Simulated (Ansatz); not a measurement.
Effect of biaxial strain −4.18 %, plane normal [001], relaxed out of plane on WC

Start from WC (space group P-6m2, No. 187; a = 2.912 Å, c = 2.836 Å). Axes: x lies along a and z along c of the hexagonal cell.

The change: compressive biaxial strain of 4.18 % in the plane normal to [001], as in epitaxy on a mismatched substrate; the out-of-plane cell vector and the atoms relax.

The values are results of r2SCAN (Ansatz, a program for electronic structure), scalar-relativistic without spin-orbit coupling, not measurements. Γ-centred 18×18×16 mesh, Fermi–Dirac width 0.05 eV.

| quantity | base | changed | shift |
|---|---|---|---|
| volume per atom | 10.42 Å³ | 9.72 Å³ | -0.70 Å³ |
| space group | P-6m2 (No. 187) | P-6m2 (No. 187) | – |
| shortest interatomic distance | 2.200 Å | 2.161 Å | -0.0381 Å |
| pressure (mean of the normal stresses, compression positive) | 0.0 GPa | 30.6 GPa | +30.6 GPa |
| band gap | zero | zero | – |
| out-of-plane strain (rough) | – | +1.61 % | – |
| mean in-plane stress (compression positive) (rough) | – | +45.9 GPa | – |

Final structure (turned so that z lies along the plane normal):

```yaml
crystal:
  lattice:
    - [2.79043, 0.00000, 0.00000]
    - [1.39522, 2.41659, 0.00000]
    - [0.00000, 0.00000, 2.88196]
  atoms:
    - { symbol: W, position: [0.00000, 0.00000, 0.00000] }
    - { symbol: C, position: [0.66667, 0.66667, 0.50000] }
```

Without a gap, meshes like the base's 18×18×16 leave anisotropic stresses uncertain by several tenths of a GPa, and small strain energies with them. Stability against distortions was not tested. All final runs are without spin polarisation.
